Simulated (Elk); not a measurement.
A self-consistent single point of NbRu3 (P1, 8 atoms in the cell) with Elk.

Level of theory: PBEsol, all-electron FP-LAPW, Elk's shipped species files, default APW+lo basis in Elk.

The change in words: atoms moved at random. Reference geometry:
```xyz
8
Lattice="5.5604 0.0000 0.0000 -2.7802 4.8155 0.0000 0.0000 0.0000 4.3811" Properties=species:S:1:pos:R:3 pbc="T T T"
Nb     0.0000     3.2103     3.2858
Nb     2.7802     1.6052     1.0953
Ru     0.0000     1.5865     1.0953
Ru     2.7802     3.2290     3.2858
Ru     4.1865     0.7932     3.2858
Ru    -1.4063     4.0223     1.0953
Ru     1.4063     4.0223     1.0953
Ru     1.3739     0.7932     3.2858
```

Reference input (self-consistent single point, DFT, PBEsol, all-electron FP-LAPW, Elk's shipped species files, default APW+lo basis): xctype = 22; rgkmax = 7; stype = 3; swidth = 0.00367493 Ha; ngridk = 4 4 5. This run's input differs from it in these lines:

```diff
@@ -30,12 +30,12 @@
   2   : natoms; atposl, bfcmt below
-  0.3333333333  0.6666666667  0.7500000000    0.0 0.0 0.0
-  0.6666666667  0.3333333333  0.2500000000    0.0 0.0 0.0
+  0.3311540000  0.6635600000  0.7611880000    0.0 0.0 0.0
+  0.6718880000  0.3386660000  0.2530430000    0.0 0.0 0.0
   'Ru.in'   : spfname
   6   : natoms; atposl, bfcmt below
-  0.1647260000  0.3294510000  0.2500000000    0.0 0.0 0.0
-  0.8352760000  0.6705510000  0.7500000000    0.0 0.0 0.0
-  0.8352760000  0.1647260000  0.7500000000    0.0 0.0 0.0
-  0.1647260000  0.8352760000  0.2500000000    0.0 0.0 0.0
-  0.6705510000  0.8352760000  0.2500000000    0.0 0.0 0.0
-  0.3294510000  0.1647260000  0.7500000000    0.0 0.0 0.0
+  0.1734690000  0.3259610000  0.2345330000    0.0 0.0 0.0
+  0.8332390000  0.6669120000  0.7538850000    0.0 0.0 0.0
+  0.8232930000  0.1725690000  0.7521470000    0.0 0.0 0.0
+  0.1750180000  0.8406960000  0.2363280000    0.0 0.0 0.0
+  0.6637440000  0.8210730000  0.2308260000    0.0 0.0 0.0
+  0.3281960000  0.1705630000  0.7780500000    0.0 0.0 0.0
```

Output, abridged:

```
│ Self-consistent loop started │
│ Loop number : 1 │
 total energy                :     -34788.7215865
│ Loop number : 2 │
 total energy                :     -34790.4280495
RMS change in Kohn-Sham potential (target) :   0.1850494008     (  0.1000000000E-05)
Absolute change in total energy (target)   :    1.706463022     (  0.1000000000E-03)
│ Loop number : 3 │
 total energy                :     -34792.9835859
RMS change in Kohn-Sham potential (target) :   0.1759888752     (  0.1000000000E-05)
Absolute change in total energy (target)   :    2.982152204     (  0.1000000000E-03)
│ Loop number : 4 │
   [... lines left out ...]
Absolute change in total energy (target)   :   0.4773124238E-04 (  0.1000000000E-03)
│ Loop number : 36 │
 total energy                :     -34814.4690607
RMS change in Kohn-Sham potential (target) :   0.1319095437E-05 (  0.1000000000E-05)
Absolute change in total energy (target)   :   0.3975471191E-04 (  0.1000000000E-03)
│ Loop number : 37 │
 total energy                :     -34814.4690110
RMS change in Kohn-Sham potential (target) :   0.8943201783E-06 (  0.1000000000E-05)
Absolute change in total energy (target)   :   0.5968031473E-04 (  0.1000000000E-03)
Convergence targets achieved

│ Loop number : 38 │

Energies :
 Fermi                       :     0.456007857177
 total energy                :     -34814.4689781

Density of states at Fermi energy :    272.8237798
 (states/Hartree/unit cell)

Estimated indirect band gap :   0.1203039990E-03
 from k-point     28 to k-point     48
Estimated direct band gap   :   0.3067470852E-02
 at k-point     27

Charges :
 core                        :    224.0000000
 valence                     :    122.0000000
 interstitial                :    14.87618385
 muffin-tins (core leakage)
  species :    1 (Nb)
   atom    1                 :    39.35086188     (  0.1174409096E-05)
   atom    2                 :    39.36026437     (  0.1175463808E-05)
  species :    2 (Ru)
   atom    1                 :    42.07476719     (  0.4603607842E-06)
   [... lines left out ...]
   atom    4                 :    42.07396862     (  0.4604985939E-06)
   atom    5                 :    42.05838720     (  0.4596166292E-06)
   atom    6                 :    42.08493926     (  0.4605672927E-06)
 total in muffin-tins        :    331.1238162
 total calculated charge     :    346.0285306
 total charge                :    346.0000000
 error                       :   0.2853060798E-01

│ Self-consistent loop stopped │
```

The run converged in 38 iterations. The count includes the last loop, which Elk runs after its targets are met. 

The starting cell comes from a database of computed structures (which also holds hypothetical and non-ambient phases and stackings), without a prior relaxation at this level. For this run, on top of that: atoms moved at random. Spin polarisation is off. Values depend on the basis (sphere radii, cutoffs, local orbitals), which need not be converged. The log's line on a gap gives a spacing of levels on this mesh, which the program prints for metals too.

Cost on one core of a shared machine: roughly 6 min.
